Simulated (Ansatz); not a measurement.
Defect: interstitial Zn in wurtzite GaN, charge state +2. All values below come from PBE, PAW (plane waves to 420 eV; Ansatz, an electronic-structure program).

Cell of 72 host sites held at the relaxed PBE lattice; one k-point at (0.125, 0.250, 0.250); Fermi-Dirac width 0.01 eV, spin-restricted; finite-size errors left in. Energies are static. The charge state is imposed; whether it is stable for some Fermi level was not computed. Sites that were not tried may lie lower.

Barriers: single points on a 2×2×2 k-point mesh shifted by half a step along c at the bands' geometries.

The step: Zn moves alone to another site. Atoms about the jump, Cartesian Å from the middle of the jump, before and after:

```
atom     x0     y0     z0     x1     y1     z1
----  -----  -----  -----  -----  -----  -----
Zn1   -0.80  -1.39   0.00   0.80   1.39   0.00
N2     0.80  -0.47   0.79   0.81  -0.45   0.79
N3    -0.80   0.45  -1.83  -0.79   0.46  -1.83
Ga4    0.93  -0.41  -1.34   0.81  -0.61  -1.34
Ga5   -0.80   0.60   1.56  -0.92   0.40   1.56
Ga6   -0.80   2.33  -1.18  -0.92   2.38  -1.34
Ga7   -2.53  -0.41  -1.34  -2.42  -0.48  -1.18
N8    -2.40  -0.47   0.79  -2.43  -0.48   0.79
N9    -0.80   2.35   0.79  -0.79   2.32   0.79
N10    2.48   0.49  -1.88   2.41   0.46  -1.83
N11    0.80  -2.33  -1.83   0.81  -2.40  -1.88
Ga12   2.44   0.48   1.44   2.53   0.40   1.55
Ga13   0.92  -2.39   1.55   0.81  -2.35   1.44
Ga14   2.41   2.32  -1.19   2.54   2.38  -1.34
Ga15  -0.80  -3.39  -1.34  -0.81  -3.25  -1.19
N16    2.41   2.33   0.78   2.40   2.32   0.79
N17   -0.80  -3.24   0.79  -0.81  -3.25   0.78
```

Task: Where do these atoms stand at the saddle point, and how high is it?

Result: 
```tsv
atom	x	y	z
Zn1	0.07	-0.03	-0.33
N2	0.77	-0.44	1.27
N3	-0.82	0.48	-1.90
Ga4	1.02	-0.59	-2.32
Ga5	-0.94	0.56	1.76
Ga6	-0.82	2.40	-1.19
Ga7	-2.48	-0.48	-1.19
N8	-2.39	-0.44	0.81
N9	-0.81	2.30	0.81
N10	2.51	0.52	-1.95
N11	0.81	-2.43	-1.95
Ga12	2.45	0.50	1.52
Ga13	0.80	-2.37	1.52
Ga14	2.41	2.33	-1.18
Ga15	-0.81	-3.25	-1.18
N16	2.40	2.32	0.79
N17	-0.80	-3.23	0.79
```
It lies 0.69 eV above the start and 0.69 eV above the end. The program found a first-order saddle point.
